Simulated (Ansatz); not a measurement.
SiO2, pressure series

The reference is SiO2 in the rutile structure (space group P4_2/mnm, No. 136; a = 4.236 Å, c = 2.690 Å).

Cell and atoms are relaxed at each pressure.

The values are results of PBE/PAW in Ansatz (a program for electronic structure), no spin-orbit coupling, not measurements.

| case | c/a ratio | density | hole mass | width of the top valence band |
|---|---|---|---|---|
| base | 0.635 | 4.13 g/cm³ | 1.9 mₑ along c, 1.1 mₑ across (at Γ) | 2.56 eV |
| pressure −2 GPa | 0.634 | 4.10 g/cm³ | 2.0 mₑ along c, 1.1 mₑ across (at Γ) | 2.53 eV |
| pressure −1 GPa | 0.634 | 4.12 g/cm³ | 2.0 mₑ along c, 1.1 mₑ across (at Γ) | 2.55 eV |
| pressure 0.9 GPa | 0.636 | 4.15 g/cm³ | – | 2.57 eV |
| pressure 2.1 GPa | 0.636 | 4.17 g/cm³ | 1.9 mₑ along c, 1.1 mₑ across (at Γ) | 2.58 eV |
| pressure 4.5 GPa | 0.638 | 4.20 g/cm³ | 1.8 mₑ along c, 1.1 mₑ across (at Γ) | 2.61 eV |
| pressure 9 GPa | 0.640 | 4.27 g/cm³ | 1.8 mₑ along c, 1.1 mₑ across (at Γ) | 2.66 eV |
| pressure 15 GPa | 0.642 | 4.35 g/cm³ | 1.7 mₑ along c, 1.1 mₑ across (at Γ) | 2.72 eV |
| pressure 22.5 GPa | 0.644 | 4.44 g/cm³ | – | 2.79 eV |

The levels and masses belong to the bands next to the band gap. Load acts through the strain it causes; cell and atoms are relaxed under it. Masses are band curvatures over ±0.01 Å⁻¹ around the edge. Whether these cells are dynamically stable was not tested. Competing high-pressure phases were not computed.
